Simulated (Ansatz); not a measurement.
**Work function of Pd(111) slab by several functionals**

All runs by Ansatz (plane waves, PAW, no spin-orbit coupling): 7 layers on the in-plane lattice of PBE, ions relaxed at each level.

| level | work function (eV) | rough cost against PBE (one kind of shared host) |
|---|---|---|
| LDA | ? | within a factor of 2 |
| PBE | 5.24 | 1 |
| PBEsol | ? | within a factor of 2 |
| r2SCAN | 5.22 | about 3 times |

Task: Complete the blanks.

Result: 
- LDA, work function (eV): 5.60
- PBEsol, work function (eV): 5.33

Task: Which level lies nearest to measurement, and on which side does PBE miss?

Result: Measured (this face): 5.67 eV (measured; Abhirup Patra, Jefferson E. Bates, Jianwei Sun et al., Proceedings of the National Academy of Sciences (2017), arXiv:1702.08515). Misses: LDA -0.07, PBE -0.43, PBEsol -0.34, r2SCAN -0.45 eV. Nearest is LDA, though measured values of one face scatter by 0.1 eV or more.

Ansatz is an electronic-structure program.
